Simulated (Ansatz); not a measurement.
IrSn (model structure, started from the CoSn type, P6/mmm, No. 191, 6 atoms in the cell), treated with PBEsol (Ansatz, a first-principles code, PAW).

Settings: plane-wave cutoff 520 eV, 12×12×12 k mesh, Fermi–Dirac smearing 0.05 eV, no spin polarisation, scalar-relativistic PAW data made under PBE.

Cell (relaxed at this level):

```cif
data_Ir3Sn3
_chemical_formula_sum 'Ir3 Sn3'
_space_group_name_H-M_alt 'P 1'
_space_group_IT_number 1
_cell_length_a 5.59298
_cell_length_b 5.59298
_cell_length_c 4.33686
_cell_angle_alpha 90.000
_cell_angle_beta 90.000
_cell_angle_gamma 120.000
loop_
_space_group_symop_operation_xyz
  'x, y, z'
loop_
_atom_site_label
_atom_site_type_symbol
_atom_site_fract_x
_atom_site_fract_y
_atom_site_fract_z
_atom_site_occupancy
Ir1 Ir 0.00000 0.50000 0.00000 1
Ir2 Ir 0.50000 0.00000 0.00000 1
Ir3 Ir 0.50000 0.50000 0.00000 1
Sn1 Sn 0.66667 0.33333 0.50000 1
Sn2 Sn 0.33333 0.66667 0.50000 1
Sn3 Sn 0.00000 0.00000 0.00000 1
```

### Question
Give the computed bulk modulus.

### Answer

- bulk modulus = 175 GPa

Note: the run has no spin polarisation, so it can have missed a magnetic state; the bulk modulus is −V dP/dV from two relaxed cells at ±2 % in volume; the relaxation could raise the start's symmetry but not lower it, so the cell can be a saddle point.

Spin–orbit coupling is not included.

Computed values are for the static lattice.

It cost very roughly 4 core-minutes of CPU time.

A model structure was made by putting elements into a prototype or built by hand; it is no filed structure, need not be a known phase, and can be a saddle point held by its symmetry.
